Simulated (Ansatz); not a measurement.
Results of r²SCAN+SOC (Ansatz, a quantum-chemistry and plane-wave program, PAW) for InSe (P6₃/mmc, No. 194; cell taken from a computed entry).

Numerical settings: plane-wave cutoff 560 eV, 12×12×2 k mesh (along the axes of the cell as run), Fermi–Dirac smearing 0.01 eV, PAW data made under PBE.

Cell (relaxed with PBEsol):

```cif
data_In4Se4
_chemical_formula_sum 'In4 Se4'
_space_group_name_H-M_alt 'P 1'
_space_group_IT_number 1
_cell_length_a 4.00575
_cell_length_b 4.00575
_cell_length_c 16.99821
_cell_angle_alpha 90.000
_cell_angle_beta 90.000
_cell_angle_gamma 120.000
loop_
_space_group_symop_operation_xyz
  'x, y, z'
loop_
_atom_site_label
_atom_site_type_symbol
_atom_site_fract_x
_atom_site_fract_y
_atom_site_fract_z
_atom_site_occupancy
In1 In 0.33333 0.66667 0.33167 1
In2 In 0.66667 0.33333 0.66833 1
In3 In 0.66667 0.33333 0.83167 1
In4 In 0.33333 0.66667 0.16833 1
Se1 Se 0.33333 0.66667 0.59308 1
Se2 Se 0.66667 0.33333 0.40692 1
Se3 Se 0.66667 0.33333 0.09308 1
Se4 Se 0.33333 0.66667 0.90692 1
```

### Question
Estimate the band gap that the calculation returns.

### Answer

band gap: 0.94 eV (direct)

Measured, for comparison: band gap 1.17 eV (temperature not stated, no zero-point or thermal correction; as tabulated in Kim et al. (2020), doi:10.1038/s41597-020-00723-8). Computed (rounded) less measured: band gap -0.23 eV.

Note: cell and atoms aren't relaxed at this level (largest force component 0.08 eV/Å, pressure 0.9 GPa); the cell has widely spaced layers and the level no dispersion term, so their spacing and the moduli can rest on weak binding.

Static lattice: no zero-point or thermal effects.

Cost on a shared machine: around 30 core-minutes (rough).
